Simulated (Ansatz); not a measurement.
Results of LDA (Ansatz, a quantum-chemistry and plane-wave program, PAW) for bcc Ca (high-temperature phase).

Settings: plane-wave cutoff 520 eV, 18×18×18 k mesh, Fermi–Dirac smearing 0.05 eV, scalar-relativistic PAW data made under PBE.

Pressure at four volumes; x = ln(V/37.544 Å³). One pressure is withheld.

| V (Å³/atom) | x | P (GPa) |
|---|---|---|
| 36.042 | -0.0408 | 0.795 |
| 37.544 | 0.0000 | -0.019 |
| 38.295 | 0.0198 | -0.371 |
| 39.046 | 0.0392 | ? |

Problem. Pass a parabola P(x) through the three rows shown, estimate the bulk modulus and its pressure derivative near zero pressure, and predict the withheld pressure.

Solution. Slopes between the rows: (-0.019 − (0.795))/(0.0000 − (-0.0408)) = -19.95 and (-0.371 − (-0.019))/(0.0198 − (0.0000)) = -17.78 GPa. Their difference over the span 0.0606 is c = 2.17/0.0606 = 35.8 GPa, so P(x) = 0.795 + (-19.95)(x − (-0.0408)) + 35.8 (x − (-0.0408))(x − (0.0000)). At the middle row B = −dP/dx = −[-19.95 + 35.8 × 0.0408] = 18.5 GPa, and B′ = dB/dP = 2c/B = 3.9. At x = 0.0392 the parabola gives -0.689 GPa; the run gives -0.692 GPa. The Birch–Murnaghan fit to the energies at all volumes has B0 = 18.5 GPa and B′ = 3.7.

Note: symmetry holds this phase in the static calculation, where it need not be a minimum; the volume lies 11 % below that of the published cell.
